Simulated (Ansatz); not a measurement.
Worked example: zone-centre phonon calculation of BaTiO₃ (P4mm, 5 atoms in the cell) in Ansatz (an electronic-structure program).

Level of theory: PBE (plane waves, PAW; Ansatz).

```yaml
crystal:
  lattice:
    - [3.97005, 0.00000, 0.00000]
    - [0.00000, 3.97005, 0.00000]
    - [0.00000, 0.00000, 4.01980]
  atoms:
    - { symbol: Ba, position: [0.00000, 0.00000, 0.00000] }
    - { symbol: Ti, position: [0.50000, 0.50000, 0.51300] }
    - { symbol: O, position: [0.50000, 0.50000, 0.97700] }
    - { symbol: O, position: [0.00000, 0.50000, 0.48700] }
    - { symbol: O, position: [0.50000, 0.00000, 0.48700] }
```

Reference input (self-consistent single point, DFT, PBE, plane waves, default PAW files): basis.ecutwfc = 30.9 Ry; kpoints.mp_grid.grid = 6 6 6; hamiltonian.xc = pbe; hamiltonian.pseudopotentials = {kind: paw} (the program's default PAW files); scf.occupations.method = fermi_dirac; scf.occupations.width = 0.0015 Ry. This run's input differs from it in these lines:

Ansatz 0.2 input:
```diff
@@ -19,7 +19,8 @@
 scf:
-  occupations: { method: fermi_dirac, width: 0.0015 Ry }
-output:
-  forces: true
-  eigenvalues: true
-  stress: true
+  occupations: { method: fixed }
+  convergence: { dr2_threshold: 1.0e-11 eV }
+phonons:
+  method: dfpt
+  dielectric: true
+  rigid_motions: translations
```

Output (repeated stretches shortened):

```
SCF iter   1: F=—  HF=-10159.560705 eV  |F-HF|=—  |Δ(HF+E_count)|=         —  Δρ=1.58e-3  dr2=8.73e-4  ethr=1.77e-3  ⟨swp⟩=4.5  Hψ=11833  notcnv=0  defer=249
all-band conjugate gradients solve this SCF's bands
preconditioner: auto → Resta (q_TF=auto, 2.527 Å⁻¹)
SCF iter   2: F=—  HF=-10159.560995 eV  |F-HF|=—  |Δ(HF+E_count)|=   2.90e-4  Δρ=8.84e-4  dr2=2.47e-4  ethr=2.18e-6  ⟨swp⟩=2.0  Hψ=6175  notcnv=0  defer=326
   [... lines left out ...]
SCF iter   7: F=—  HF=-10159.561132 eV  |F-HF|=—  |Δ(HF+E_count)|=   1.74e-8  Δρ=4.45e-6  dr2=9.68e-9  ethr=3.53e-10  ⟨swp⟩=2.0  Hψ=4239  notcnv=0  defer=112
SCF iter   8: F=—  HF=-10159.561132 eV  |F-HF|=—  |Δ(HF+E_count)|=   1.79e-9  Δρ=1.05e-6  dr2=7.26e-10  ethr=2.42e-11  ⟨swp⟩=2.1  Hψ=4679  notcnv=0  defer=112
SCF iter   9: F=—  HF=-10159.561132 eV  |F-HF|=—  |Δ(HF+E_count)|=  5.62e-10  Δρ=2.21e-7  dr2=4.94e-11  ethr=1.82e-12  ⟨swp⟩=2.0  Hψ=4266  notcnv=0  defer=112
SCF iter  10: F=-10159.561132 eV  HF=-10159.561132 eV  |F-HF|=1.82e-12  |Δ(HF+E_count)|=  2.18e-11  Δρ=6.43e-8  dr2=2.92e-12  ethr=1.00e-12  ⟨swp⟩=11.8  Hψ=18223  notcnv=0
SCF 1 converged in 10 iterations: F = -10159.561132 eV  dr2 = 2.92e-12
DFPT response loops at Γ: preconditioner auto → none (the input reference at scf.mixing.eps_inf says where Resta's filter doesn't serve); β = 0.50 …
── the response to a field inside a basis, on 6×6×6 k-points: an SCF that follows is theirs, and a resumed run solves both again ──
Crystal: 5 atoms, lattice volume = 63.357 Å³
Bands: 21, of which v1, the nominal top of the filled ones, is band 20 counted from 1 (19 counted from 0)
k-points: 18 of 216 (time reversal used)
Initial density: handed on by an earlier stage of this run
Initial wavefunctions: pseudopotential atomic-orbital guess (no wavefunctions were taken with the density)
Eigensolver: Dense (18 Hₖ)
   [... lines left out ...]
Free energy (F): -10159.561132 eV
Fermi energy:    10.540269 eV
   [... lines left out ...]
       -142.58      1            79.1921
        170.28      1             0.0429
        170.67      1             7.3851
   [... 9 lines left out ...]
  optical modes at Γ + LO–TO along q̂ = [0.0000, 0.0000, 1.0000]:
      ω (cm⁻¹)  modes    IR ((D/Å)²/amu)
       -142.58      2           158.3843
        175.17      2             4.7092
        182.96      1             0.0709
   [... 5 lines left out ...]
```

The run converged in 19 iterations. 

Summary of the result:
- Free energy E − TS (on the zero of these files) = -10159.5611 eV
- Top of the valence band (on the code's own zero) = 10.54 eV
- Gap on the k-point mesh = 1.87 eV
- Zone-centre frequencies (cm⁻¹; negative means imaginary) = -143, -143, 0, 0, 0, 171, 175, 175, 259, 288, 288, 288, 473, 473, 504
- ε∞ at this k-point mesh, which may be far from converged in small-gap cells (xx, yy, zz) = 6.46, 6.46, 5.91
- Born charges at this mesh (mean of the diagonal, e) = Ba 2.79, Ti 6.82, O -3.04, O -3.28, O -3.28

The starting cell has typed, rounded lattice constants, without a prior relaxation at this level. Its lattice was rescaled by up to half a per cent. The frequencies listed for the zone centre hold no LO-TO term.

Cost on one core of a shared machine: roughly 6 min.
